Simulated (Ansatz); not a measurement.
A computed series for GaP: response to strain

Start from GaP in the zinc blende structure (space group F-43m, No. 216).

GaP is modelled in the cubic space group F-43m (No. 216), the zinc blende structure, Pearson symbol cF8. Conventional cell: a = b = c = 5.451 Å, α = β = γ = 90.00°. Ga on 4a is coordinated by 4 P at 2.360 Å (tetrahedral). P on 4d is surrounded by 4 Ga at 2.360 Å (tetrahedral). (Neighbours: up to the widest gap in distance over summed covalent radii, below 1.35, at either atom; cation-cation and far metal-metal contacts left out.)
(The calculation used a cell of 2 atoms; values per cell refer to that cell.)

Strains are applied to the cell and any free atomic positions relax.

Computed with r2SCAN in Ansatz (plane waves to 500 eV, PAW, spin-orbit coupling left out).

Notes on the quantities. energy relative to the base: free energy F.

```csv
isotropic strain (%),energy relative to the base (meV/atom)
0,0.0
0.5,1.2
1,4.8
1.5,10.7
2,18.6
2.5,?
3,40.6
```

Fit ΔE = Aε² + Bε³ (ε in %) to the rows shown and predict the withheld row.

Least squares on the printed values gives A = 4.96 and B = -0.15 meV/atom (largest residual 0.1 meV/atom); this predicts 28.7 meV/atom, and the run gives 28.6 meV/atom, in agreement.

No phonon test of stability was made.

Ansatz is a first-principles code.
